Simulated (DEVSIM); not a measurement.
## abrupt CdTe p-n junction

Structure: abrupt CdTe p-n junction, at 300 K.

```
layer (left to right)  material  thickness (μm)  Nd (cm⁻³)  Na (cm⁻³)  τn (s)  τp (s)
---------------------  --------  --------------  ---------  ---------  ------  ------
1                          CdTe            1.30          -     5.1e17  6.7e-9  6.7e-9
2                          CdTe            3.30     1.9e17          -  6.7e-9  6.7e-9
```

Left contact: ohmic. Right contact: ohmic. Voltage is applied to the left contact. Recombination: SRH at mid-gap, Auger. Mobility is μmin + (μ − μmin)/(1 + (N/Nref)^α).

The device is made up for the run: typed textbook-type constants, with dimensions and the other settings drawn at random. Values at 300 K.

| parameter | CdTe |
|---|---|
| gap (eV) | 1.5 |
| affinity (eV) | 4.28 |
| permittivity | 10.2 |
| Nc (cm⁻³) | 8e17 |
| Nv (cm⁻³) | 1.8e19 |
| μn (cm²/Vs) | 1000 |
| μp (cm²/Vs) | 80 |
| μn,min | 100 |
| μp,min | 10 |
| Nref,n | 1e17 |
| Nref,p | 1e17 |
| αn | 0.6 |
| αp | 0.6 |
| Cn (cm⁶/s) | 1e-30 |
| Cp (cm⁶/s) | 1e-30 |

Simulated with DEVSIM: 1D drift-diffusion, Boltzmann statistics, complete ionisation; no tunnelling, impact ionisation, image-force lowering or self-heating.

The potential step across the device at zero bias is 1.371 V and the largest field in the device at zero bias comes out as 250000 V/cm. The dark forward voltage at 1 A/cm² is 1.159 V and the dark forward voltage at 100 A/cm² is 1.285 V.

Dark forward current:

(V (V), J (A/cm²)): (0.05, 8.3e-12); (0.10, 2.9e-11); (0.15, 8.3e-11); (0.20, 2.3e-10); (0.25, 6.2e-10); (0.30, 1.7e-9); (0.35, 4.5e-9); (0.40, 1.2e-8); (0.45, 3.3e-8); (0.50, 9.0e-8); (0.55, 2.5e-7); (0.60, 6.7e-7); (0.65, 1.8e-6); (0.70, 5.0e-6); (0.80, 3.9e-5); (0.85, 0.00011); (0.90, 0.00034); (0.95, 0.0011); (1.00, 0.0044); (1.05, 0.021); (1.10, 0.12); (1.15, 0.71); (1.20, 4.6); (1.25, 30); (1.30, 170); (1.35, 630); (1.40, 1600); (1.45, 3200)

Small-signal capacitance in reverse bias (quasi-static):

```csv
V (V),C (nF/cm²)
-0.2,81.2
-0.5,74.2
-1,65.7
-1.5,59.6
-2,54.9
```
